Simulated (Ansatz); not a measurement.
Worked example: self-consistent single point of CdF2 (I4mm, 3 atoms in the cell) in Ansatz (a first-principles code).

Method of the run: LDA (PW92), default PAW files made with PBE (plane waves; Ansatz).

The change in words: 1 x 1 x 1 supercell, one Cd atom moved by 0.02 angstrom along z. Reference geometry:
```
CdF2
1.0
    0.00000     2.68691     2.68691
    2.68691     0.00000     2.68691
    2.68691     2.68691     0.00000
Cd F
1 2
Direct
  0.00000   0.00000   0.00000
  0.25000   0.25000   0.25000
  0.75000   0.75000   0.75000
```

Reference input (self-consistent single point, DFT, LDA (PW92), plane waves, default PAW files made with PBE): basis.ecutwfc = 420 eV; kpoints.mp_grid.grid = 8 8 8; hamiltonian.xc = lda; hamiltonian.pseudopotentials = {kind: paw} (the program's default PAW files); scf.occupations.method = fermi_dirac; scf.occupations.width = 0.02 eV. This run's input differs from it in these lines:

```diff
@@ -7,3 +7,3 @@
   atoms:
-    - { symbol: Cd, position: [0.000000, 0.000000, 0.000000] }
+    - { symbol: Cd, position: [0.003722, 0.003722, -0.003722] }
     - { symbol: F, position: [0.250000, 0.250000, 0.250000] }
```

Output (repeated stretches shortened):

```
SCF iter   1: F=—  HF=-9706.371024 eV  |F-HF|=—  |Δ(HF+E_count)|=         —  Δρ=2.37e-2  dr2=1.54e-1  ethr=1.77e-3  ⟨swp⟩=5.3  Hψ=5198  notcnv=0
all-band conjugate gradients solve this SCF's bands
preconditioner: auto → none
SCF iter   2: F=—  HF=-9706.334685 eV  |F-HF|=—  |Δ(HF+E_count)|=   3.63e-2  Δρ=1.27e-2  dr2=3.14e-2  ethr=4.54e-4  ⟨swp⟩=2.0  Hψ=2714  notcnv=0
SCF iter   3: F=—  HF=-9706.324929 eV  |F-HF|=—  |Δ(HF+E_count)|=   9.76e-3  Δρ=2.03e-3  dr2=7.70e-4  ethr=9.24e-5  ⟨swp⟩=2.1  Hψ=2236  notcnv=0
SCF iter   4: F=—  HF=-9706.324688 eV  |F-HF|=—  |Δ(HF+E_count)|=   2.42e-4  Δρ=8.60e-4  dr2=9.13e-5  ethr=2.26e-6  ⟨swp⟩=1.4  Hψ=1421  notcnv=0
SCF iter   5: F=—  HF=-9706.324639 eV  |F-HF|=—  |Δ(HF+E_count)|=   4.89e-5  Δρ=2.82e-5  dr2=1.50e-7  ethr=2.69e-7  ⟨swp⟩=2.0  Hψ=2006  notcnv=0
SCF iter   6: F=-9706.324639 eV  HF=-9706.324639 eV  |F-HF|=5.69e-10  |Δ(HF+E_count)|=   6.39e-9  Δρ=4.10e-6  dr2=3.00e-9  ethr=2.94e-10  ⟨swp⟩=4.7  Hψ=4514  notcnv=0
SCF 1 converged in 6 iterations: F = -9706.324639 eV  dr2 = 3.00e-9
Free energy (F): -9706.324639 eV
Internal energy: -9706.324639 eV  (E = F + TS)
E sigma→0 (E₀):  -9706.324639 eV
Fermi energy:    7.562541 eV
--- Forces (eV/Å), atoms counted from 1 ---
  atom   1  Cd    -0.00000000     0.00000000    -0.08994758
  atom   2  F      0.00000000     0.00000000     0.04495748
  atom   3  F      0.00000000    -0.00000000     0.04495748
--- Stress (GPa, compression-positive) ---
       -4.881858       0.000000       0.000000
        0.000000      -4.881858       0.000000
        0.000000       0.000000      -4.895808
  P = ⅓ Tr σ = -4.8865 GPa (-48.865 kbar)
  The stress holds the Pulay correction. Without it, at fixed plane waves, as pw.x and ABINIT print it: P = -5.7924 GPa
```

The run converged in 6 iterations. Against the reference run the free energy hardly moves (within 1 meV/atom), the pressure moves little (-4.91 to -4.89 GPa), the largest force goes from 0.000 to 0.090 eV/Å and the gap on the mesh stays at 2.839 eV.

The starting cell has typed, rounded lattice constants, without a prior relaxation at this level. Its lattice was rescaled by up to half a per cent. For this run, on top of that: 1 x 1 x 1 supercell, one Cd atom moved by 0.02 angstrom along z. With a pressure of about -5 GPa the cell is away from its equilibrium volume at this level. Ansatz's pressure includes its estimate of the finite-basis (Pulay) stress. Without the estimate this run gives -5.79 GPa.

Keys are those of Ansatz 0.2.
